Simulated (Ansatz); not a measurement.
Input:

```
CELL_PARAMETERS angstrom
      0.00000     2.77657     2.77657
      2.77657     0.00000     2.77657
      2.77657     2.77657     0.00000
ATOMIC_POSITIONS crystal
  Ga 0.00000 0.00000 0.00000
  P  0.25000 0.25000 0.25000
```

No spin polarisation.

Computed with LDA (Ansatz, a first-principles code), spin-orbit coupling left out. Settings: 11×11×11 k-points, 0.05 eV Fermi–Dirac smearing.

**Question.** Predict the hole mass, electron mass, pressure and space group.

**Answer.** The hole mass (degenerate bands, along [100]) is 0.075, 0.40, 0.40 mₑ (at Γ), the electron mass comes out as 0.076 mₑ (at Γ) and the pressure is -6.54 GPa. The space group is F-43m (No. 216).

The levels and masses belong to the bands next to the band gap. The cells carry an imposed strain or load. Effective masses come from finite differences of ±0.01 Å⁻¹. Stability against distortions was not tested. The cell was made from GaP in the zinc blende structure (space group F-43m, No. 216) by this change: isotropic strain +3.00 %.
